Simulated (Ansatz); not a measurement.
Data:

```xyz
3
Lattice="0.0000 3.1488 3.1488 3.1488 0.0000 3.1488 3.1488 3.1488 0.0000" Properties=species:S:1:pos:R:3 pbc="T T T"
Zr     0.0000     0.0000     0.0000
Cl     1.5744     1.5744     1.5744
Cl     4.7232     4.7232     4.7232
```

Spin-polarised, with starting moments of sign Zr+ Cl0 Cl0.

A single point on hypothetical fluorite ZrS2 with a change (S → Cl), its geometry relaxed with PBEsol.

The values are results of Ansatz (a program for electronic structure), r2SCAN, PAW, cutoff 500 eV, no spin-orbit coupling, earlier PAW set, not measurements. Settings: 13×13×13 k-points, 0.05 eV Fermi–Dirac smearing.

Q: Predict the electron mass, pressure and band gap.

A: 
```json
{
 "electron_mass": "1.1 mₑ along k, 0.58 mₑ across (at X)",
 "pressure": "4.9 GPa",
 "band_gap": "0.82 eV"
}
```

Other magnetic orders, which the real material may have, were not ruled out. Single points use the geometry relaxed with PBEsol. Effective masses come from finite differences of ±0.01 Å⁻¹. Along k means along the line from Γ to the band edge. Whether these cells are dynamically stable was not tested. A gap here joins edges of opposite spin (a spin-flip gap). The cell was made from ZrS2 by this change: S → Cl; the result is a hypothetical phase, not in the database extracts checked.
